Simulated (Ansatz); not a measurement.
Where the default PAW files enter, the runs use the earlier of Ansatz's two default sets.

Tunnelling through a barrier is set by its complex band structure: the current falls as exp(−2κd) with the smallest κ.

Consider the following.

```xyz
3
Lattice="3.2907 0.0000 0.0000 0.0000 3.2907 0.0000 1.6453 -1.6453 2.3269" Properties=species:S:1:pos:R:3 pbc="T T T"
Li     1.6453     0.0000     1.1634
Li     3.2907     1.6453     1.1634
O      0.0000     0.0000     0.0000
```

Space group of this cell: Fm-3m, anti-fluorite. The cell is taken as given; by r2SCAN its mean pressure is -4.2 GPa.

Transport runs along the normal of the first two printed cell vectors, the (001) plane of the conventional cell.

No gap correction and no spin-orbit coupling; mid-gap values are interpolated between computed energies.

Estimate the band gap and the smallest decay constant κ at mid-gap that r2SCAN (Ansatz, a first-principles code) returns for this system.

Gap 5.65 eV on a 14×14×14 mesh; κ = 0.486 1/Å, at (0.500, 0.500) of the in-plane reciprocal vectors. At the zone centre, at the nearest computed energy, the slowest state has κ = 0.50 1/Å.
